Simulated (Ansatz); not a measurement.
Parameter sweep on LiIn3 (P1, 4 atoms in the cell)

```xyz
4
Lattice="-2.2380 2.2380 4.5930 2.2380 -2.2380 4.5930 2.2380 2.2380 -4.5930" Properties=species:S:1:pos:R:3 pbc="T T T"
Li     0.0292    -0.0072    -0.0235
In     0.0127     2.2524     2.3114
In     2.2253     0.0055     2.3021
In    -0.0291    -0.0127     4.5959
```

Base run A: Ansatz (a program for electronic structure) with PBEsol, default PAW files made with PBE, self-consistent single point.

Its settings: kpoints.mp_grid.grid = 7 7 8; hamiltonian.xc = pbesol; hamiltonian.pseudopotentials = {kind: paw} (the program's default PAW files); scf.occupations.method = methfessel_paxton; scf.occupations.width = 0.05 eV.

The starting cell comes from a database of computed structures (which also holds hypothetical and non-ambient phases and stackings), without a prior relaxation at this level. Its atoms were displaced at random from the sites of space group no. 139. Ansatz's pressure includes its estimate of the finite-basis (Pulay) stress.

A dash stands where there is no value to compare (another energy zero or no entropy term, no result, no spin, no clean gap, or a mesh too coarse for one). 

Run A gave: pressure (GPa) -0.86; largest force (eV/Å) 0.092.

Runs:
- B: hamiltonian.dispersion: default → d3bj [PBEsol-D3BJ]
- C: hamiltonian.dispersion: default → d3bjatm [PBEsol-D3BJ-ATM]
- D: hamiltonian.dispersion: default → d4 [PBEsol-D4]

**Question.** What does run C change against A?

**Answer.** The pressure goes from -0.86 to -2.92 GPa and the largest force stays at 0.092 eV/Å.

**Question.** What does run D change against A?

**Answer.** The pressure goes from -0.86 to -1.90 GPa and the largest force stays at 0.092 eV/Å.

```csv
run,pressure (GPa),largest force (eV/Å),dispersion energy (eV/atom)
A,-0.86,0.092,–
B,-3.15,0.092,-0.321
C,-2.92,0.092,-0.305
D,-1.90,0.092,-0.155
```

Left out of this page: 1 run of the series held back from this collection.

Keys are those of Ansatz 0.2.
